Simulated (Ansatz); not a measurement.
Take HfS2 in the CdI2 type structure (space group P-3m1, No. 164; a = 3.5475 Å, c = 5.5768 Å; layered, stacked along the Cartesian z axis) as the base. Axes: x lies along a and z along c of the hexagonal cell.

Method: Kohn–Sham DFT with the PBEsol-D3(BJ) functional, run in Ansatz (an electronic-structure program) with PAW and 420 eV plane waves, no spin-orbit coupling.

One thing is altered: uniaxial strain ε_xx = −1.00 %, all other strain components held at zero; the atoms relax in the strained cell.

Problem. Predict the stress tensor and what it implies for the stiffness.

Solution. Stress of the strained cell less that of the base (GPa, compression positive):
```
   1.58    0.00    0.00
   0.00    0.27    0.05
   0.00    0.05    0.10
```

Then −Δσ_ii/ε with ε = -0.0100 gives relaxed-ion elastic constants: C11 ≈ 158 GPa and C12 ≈ 27 GPa.

Whether these cells are dynamically stable was not tested.
